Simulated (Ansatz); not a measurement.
```yaml
crystal:
  lattice:
    - [0.00000, 2.42915, 2.45299]
    - [2.42915, 0.00000, 2.45299]
    - [2.42915, 2.42915, 0.00000]
  atoms:
    - { symbol: Be, position: [0.00000, 0.00000, 0.00000] }
    - { symbol: S, position: [0.75000, 0.75000, 0.75000] }
```

The numbers are results of r2SCAN with spin-orbit coupling, rigid bands (plane waves, PAW; Ansatz, an electronic-structure program), not measurements. Condition of this run: uniaxial stress zz = -1 GPa (compression positive) (the target of the relaxation). Cell: cell and atoms relaxed with r2SCAN, then loaded as said.

**Question.** What conductivity effective mass do dilute electrons have at 300 K?

**Answer.** 0.43 (x), 0.43 (y), 0.30 (z) mₑ.

**Question.** What conductivity effective mass do dilute holes have at 300 K?

**Answer.** 0.76 (x), 0.76 (y), 0.82 (z) mₑ.

**Question.** And the band gap?

**Answer.** 3.52 eV at this level; semilocal functionals usually fall short of the measured gap.

Rigid bands, one relaxation time for all states, no polarons.
